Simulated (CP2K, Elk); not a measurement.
An Elk input for a self-consistent single point of La2Cu3Ni (Pmm2, 6 atoms in the cell) (DFT, PBEsol, all-electron FP-LAPW, Elk's shipped species files, LAPW+lo basis):

```
tasks
  0

xctype
  22

rgkmax
  7.5

gmaxvr
  16.0

nxoapwlo
  1

swidth
  0.00367493

maxscl
  100

scale
  7.308874835

avec
    1.0000000000    0.0000000000    0.0000000000
    0.0000000000    1.1059650592    0.0000000000
    0.0000000000    0.0000000000    1.8893396317

atoms
  3
  'La.in'
  2
  0.0000000000  0.5000000000  0.0109600000    0.0 0.0 0.0
  0.0000000000  0.0000000000  0.4921300000    0.0 0.0 0.0
  'Cu.in'
  3
  0.5000000000  0.0000000000  0.8333200000    0.0 0.0 0.0
  0.5000000000  0.0000000000  0.1696200000    0.0 0.0 0.0
  0.5000000000  0.5000000000  0.6638100000    0.0 0.0 0.0
  'Ni.in'
  1
  0.5000000000  0.5000000000  0.3301600000    0.0 0.0 0.0

ngridk
  6 5 3
```

Task: Write the same calculation as an input for CP2K.

Result: One input that does it (others would too):

```
&GLOBAL
  PROJECT calc
  RUN_TYPE ENERGY_FORCE
  PRINT_LEVEL MEDIUM
&END GLOBAL
&FORCE_EVAL
  METHOD Quickstep
  STRESS_TENSOR ANALYTICAL
  &DFT
    BASIS_SET_FILE_NAME BASIS_MOLOPT
    BASIS_SET_FILE_NAME BASIS_MOLOPT_UCL
    POTENTIAL_FILE_NAME GTH_POTENTIALS
    &QS
      METHOD GPW
      EPS_DEFAULT 1E-10
    &END QS
    &MGRID
      CUTOFF 600
      REL_CUTOFF 60
      NGRIDS 5
    &END MGRID
    &SCF
      SCF_GUESS ATOMIC
      EPS_SCF 1E-6
      MAX_SCF 100
      ADDED_MOS 12
      &DIAGONALIZATION
        ALGORITHM STANDARD
      &END DIAGONALIZATION
      &MIXING
        METHOD BROYDEN_MIXING
        ALPHA 0.3
        NBUFFER 8
      &END MIXING
      &SMEAR ON
        METHOD FERMI_DIRAC
        ELECTRONIC_TEMPERATURE [K] 1160.45
      &END SMEAR
    &END SCF
    &KPOINTS
      SCHEME MONKHORST-PACK 6 5 3
      GAMMA_CENTERED T
    &END KPOINTS
    &XC
      &XC_FUNCTIONAL
        &PBE
          PARAMETRIZATION PBESOL
        &END PBE
      &END XC_FUNCTIONAL
    &END XC
    &PRINT
      &MO
        EIGENVALUES T
        OCCUPATION_NUMBERS T
        NDIGITS 8
        FILENAME mo
        &EACH
          QS_SCF 0
        &END EACH
        ADD_LAST NUMERIC
      &END MO
      &MULLIKEN ON
      &END MULLIKEN
    &END PRINT
  &END DFT
  &SUBSYS
    &CELL
      A 3.86769000 0.00000000 0.00000000
      B 0.00000000 4.27753000 0.00000000
      C 0.00000000 0.00000000 7.30738000
      PERIODIC XYZ
    &END CELL
    &COORD
      La       0.00000000     2.13876500     0.08008888
      La       0.00000000     0.00000000     3.59618092
      Cu       1.93384500     0.00000000     6.08938590
      Cu       1.93384500     0.00000000     1.23947780
      Cu       1.93384500     2.13876500     4.85071192
      Ni       1.93384500     2.13876500     2.41260458
    &END COORD
    &KIND La
      BASIS_SET DZVP-MOLOPT-SR-GTH-q11
      POTENTIAL GTH-PBE-q11
    &END KIND
    &KIND Cu
      BASIS_SET DZVP-MOLOPT-SR-GTH-q11
      POTENTIAL GTH-PBE-q11
    &END KIND
    &KIND Ni
      BASIS_SET DZVP-MOLOPT-SR-GTH-q18
      POTENTIAL GTH-PBE-q18
    &END KIND
  &END SUBSYS
  &PRINT
    &FORCES ON
    &END FORCES
    &STRESS_TENSOR ON
    &END STRESS_TENSOR
  &END PRINT
&END FORCE_EVAL
```

Basis settings and potentials, where a program has them, do not carry over. This input uses DFT PBEsol, GPW, DZVP-MOLOPT-SR-GTH basis, GTH-PBE potentials (GTH_POTENTIALS).

The starting cell comes from a database of computed structures (which also holds hypothetical and non-ambient phases and stackings), without a prior relaxation at this level.
